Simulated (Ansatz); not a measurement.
## ZnSe, response to strain

Take ZnSe in the zinc blende structure (space group F-43m, No. 216; a = 5.568 Å) as the base. Axes: x, y, z lie along the cube axes.

Strains are applied to the cell and any free atomic positions relax.

Level of theory: LDA (Ansatz, a first-principles code; PAW; 420 eV plane waves; no spin-orbit coupling).

Notes on the quantities. energy relative to the base: free energy F.

```json
[
 {"uniaxial strain ε_zz (%)": "0", "energy relative to the base (meV/atom)": "0.0"},
 {"uniaxial strain ε_zz (%)": "0.5", "energy relative to the base (meV/atom)": "?"},
 {"uniaxial strain ε_zz (%)": "1", "energy relative to the base (meV/atom)": "0.7"},
 {"uniaxial strain ε_zz (%)": "1.5", "energy relative to the base (meV/atom)": "1.5"},
 {"uniaxial strain ε_zz (%)": "2", "energy relative to the base (meV/atom)": "2.6"},
 {"uniaxial strain ε_zz (%)": "2.5", "energy relative to the base (meV/atom)": "4.0"},
 {"uniaxial strain ε_zz (%)": "3", "energy relative to the base (meV/atom)": "5.8"}
]
```

Q: Fit ΔE = Aε² + Bε³ (ε in %) to the rows shown and predict the withheld row.

A: Least squares on the printed values gives A = 0.671 and B = -0.0095 meV/atom (largest residual 0.0 meV/atom); this predicts 0.2 meV/atom, and the run gives 0.2 meV/atom, in agreement.

Stability against distortions was not tested.
